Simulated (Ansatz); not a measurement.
Short convergence ladders for ScCd (P4mm, 2 atoms in the cell)

```
ScCd
1.0
    3.54389     0.00000     0.00000
    0.00000     3.54389     0.00000
    0.00000     0.00000     3.54389
Sc Cd
1 1
Direct
  0.50000   0.50000   0.51411
  0.00000   0.00000   0.00000
```

Base method: PBEsol, default PAW files made with PBE (plane waves; Ansatz, an electronic-structure program).

Base settings: basis.ecutwfc = 420 eV; kpoints.mp_grid.grid = 9 9 9; hamiltonian.xc = pbesol; hamiltonian.pseudopotentials = {kind: paw} (the program's default PAW files); scf.occupations.method = gaussian; scf.occupations.width = 0.1 eV.

The count of work is k-points × plane waves × bands × iterations; it is no time. 

**The width of Fermi-Dirac smearing**

In this ladder: kpoints.mp_grid.grid = 15 15 15; scf.occupations.method = fermi_dirac.

Narrow widths need finer meshes than wide ones, so the last steps can hold mesh noise.

Only quantities that move along the ladder and can be compared are tabulated; pressure and forces are left out, as mesh noise rules them at narrow widths.

```csv
scf.occupations.width,free energy less the last step's (meV/atom),energy extrapolated to zero width less the last step's (meV/atom)
1 eV,-1328.97,-131.72
0.5 eV,-362.60,-16.55
0.3 eV,-133.85,-6.87
0.2 eV,-60.02,-3.98
0.1 eV,-12.87,-0.34
0.05 eV,0.00,0.00
```

Widest scf.occupations.width that holds the energy extrapolated to zero width within 1 meV/atom of the last step, with all finer ones: 0.1 eV; the step before is off by 4.0 meV/atom.

Widest scf.occupations.width that holds the free energy within 5 meV/atom: not settled: the last two steps still differ by 13 meV/atom, over half the tolerance, so the ladder does not show it.

The extrapolation to zero width removes most of the smearing's effect on the energy.

**The width of Methfessel-Paxton smearing**

In this ladder: kpoints.mp_grid.grid = 15 15 15; scf.occupations.method = methfessel_paxton.

Narrow widths need finer meshes than wide ones, so the last steps can hold mesh noise.

Only quantities that move along the ladder and can be compared are tabulated; pressure and forces are left out, as mesh noise rules them at narrow widths.

```csv
scf.occupations.width,free energy less the last step's (meV/atom)
1 eV,-1.81
0.5 eV,-3.83
0.3 eV,-0.33
0.2 eV,0.41
0.1 eV,-0.07
0.05 eV,0.00
```

Widest scf.occupations.width that holds the free energy within 2 meV/atom of the last step, with all finer ones: 0.3 eV; the step before is off by 3.8 meV/atom.

**The mesh under tetrahedron occupations**

In this ladder: scf.occupations.method = tetrahedron; scf.occupations.width = default.

Only quantities that move along the ladder and can be compared are tabulated.

```tsv
kpoints.mp_grid.grid	free energy less the last step's (meV/atom)	pressure (GPa)	largest difference of a force vector from the last step's (eV/Å)	count of work / last
4 4 4	52.48	-3.32	0.011	0.020
5 5 5	-5.01	-3.42	0.003	0.019
6 6 6	-13.56	-3.46	0.000	0.043
7 7 7	-6.01	-3.36	0.002	0.043
9 9 9	-0.50	-3.35	0.001	0.080
11 11 11	0.11	-3.35	0.001	0.13
14 14 14	-0.51	-3.35	0.000	0.31
17 17 17	0.06	-3.35	0.000	0.43
22 22 22	0.00	-3.35	0.000	1.0
```

Coarsest kpoints.mp_grid.grid that holds the pressure within 0.1 GPa of the last step, with all finer ones: 7 7 7, at 0.043 of the last step's count of work; the step before is off by 0.11 GPa.

Coarsest kpoints.mp_grid.grid that holds the free energy within 2 meV/atom of the last step, with all finer ones: 9 9 9, at 0.080 of the last step's count of work; the step before is off by 6.0 meV/atom.

Coarsest kpoints.mp_grid.grid that holds the forces within 0.01 eV/Å of the last step, with all finer ones: 5 5 5, at 0.019 of the last step's count of work; the step before is off by 0.011 eV/Å.

On the base run: the starting cell comes from a database of computed structures (which also holds hypothetical and non-ambient phases and stackings), without a prior relaxation at this level. Its lattice was rescaled by up to half a per cent. One atom was moved a little off its site on purpose. In the base run, with a pressure of about -3 GPa the cell is away from its equilibrium volume at this level. Ansatz's pressure includes its estimate of the finite-basis (Pulay) stress.

Left out of this page: 4 runs of the series outside the window shown, repeating another row's setting, or not comparable.

Keys are those of Ansatz 0.2.
